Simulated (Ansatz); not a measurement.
Take InP in the zinc blende structure (space group F-43m, No. 216; a = 5.907 Å) as the base. Axes: x, y, z lie along the cube axes.

The change: uniaxial stress, 1 GPa tension along x; all other stress components relax to zero.

Levels (all Ansatz, a program for electronic structure, PAW): r2SCAN (500 eV, no spin-orbit coupling); HSE06+SOC (420 eV, noncollinear with spin-orbit coupling).

The geometry is relaxed with r2SCAN.

| Quantity | Result |
|---|---|
| r2SCAN band gap | 0.96 eV |
| r2SCAN valence-band top at Γ | 0.00, 0.00, -0.11 eV |

Task: Predict the band gap and valence-band top at Γ from HSE06+SOC.

Result: The band gap increases by 0.294 eV, from 0.96 eV to 1.26 eV; the valence-band top at Γ (three highest Kramers pairs, from the VBM) changes from 0.00, 0.00, -0.11 eV to 0.00, -0.05, -0.18 eV.

Single points use the geometry relaxed with r2SCAN. Differences between runs with and without spin-orbit coupling are approximate. Load acts through the strain it causes; cell and atoms are relaxed under it. Stability under load was not tested beyond the relaxation.
